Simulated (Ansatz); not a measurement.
Abridged Ansatz (an electronic-structure program) output:

```
Relaxation: its limit of steps is 50 (relax.max_steps)
Pseudopotential: Zr, paw, valence charge 12
Crystal: 2 atoms, lattice volume = 48.014 Å³
Basis set: ecut = 420 eV, 965 PW (Γ), exchange–correlation on 48×48×72 points (8 copies of the dense FFT grid, shifted against one another)
Bands: 16, of which v1, the nominal top of the filled ones, is band 12 counted from 1 (11 counted from 0)
Symmetry: 24 space group operations
k-points: 288 of 4851
Functional: x = pbesol(κ = 0.804, μ = 0.12345679012345678), c = pbesol(β = 0.046)
SCF iter   1: F=—  HF=-8257.247685 eV  |F-HF|=—  |Δ(HF+E_count)|=         —  Δρ=3.21e-3  dr2=2.11e-3  ethr=1.77e-3  ⟨swp⟩=4.7  Hψ=19506  notcnv=0
SCF iter   2: F=—  HF=-8257.246335 eV  |F-HF|=—  |Δ(HF+E_count)|=   1.35e-3  Δρ=1.85e-3  dr2=7.15e-4  ethr=8.81e-6  ⟨swp⟩=2.8  Hψ=10040  notcnv=0
SCF 1 converged in 7 iterations: F = -8257.246397 eV  dr2 = 1.74e-11
relax step   1: F+E_penalty+E_count = -8257.24639701 eV  Δ(F+E_penalty+E_count) = +0.000e0 eV  max|allowed force component| = 2.660e-17 eV/Å  Δτ_max = 0.0000 Å  (7 SCF iters, accepted)
SCF converged after 7 iterations
Free energy (F): -8257.246397 eV
Internal energy: -8257.173583 eV  (E = F + TS)
E sigma→0 (E₀):  -8257.209990 eV
Entropy (-TS):   -0.072814 eV (-36.407 meV/atom)
Fermi energy:    13.352574 eV
--- Forces (eV/Å), atoms counted from 1 ---
  atom   1  Zr     0.00000000    -0.00000000     0.00000000
  atom   2  Zr    -0.00000000     0.00000000     0.00000000
--- Stress (GPa, compression-positive) ---
       -5.691877      -0.000000       0.000000
       -0.000000      -5.691877       0.000000
        0.000000       0.000000      -6.191554
  P = ⅓ Tr σ = -5.8584 GPa (-58.584 kbar)
--- Relaxed structure (1 steps of the walk, 1 accepted, 0 SCFs on fresh bases) ---
  atoms:
    - { symbol: Zr, position: [0.3333333333333333, 0.6666666666666666, 0.75] }
    - { symbol: Zr, position: [0.6666666666666667, 0.3333333333333333, 0.25] }
```

Question: What was computed, and what are the main results?

Answer: Zr, 2 atoms in the cell, with PBEsol (Ansatz, PAW, no SOC). The last SCF converged to F = -8257.246397 eV, or -4128.6232 eV per atom, at a pressure of -5.86 GPa. The total energy compares only with runs of the same code, potentials and settings.

The cells carry an imposed strain or load. Whether these cells are dynamically stable was not tested. The final runs are not spin-polarised. The cell was made from Zr in the hcp (Mg type) structure (space group P6_3/mmc, No. 194) by this change: isotropic strain +2.23 %.

Keys are those of Ansatz 0.2.
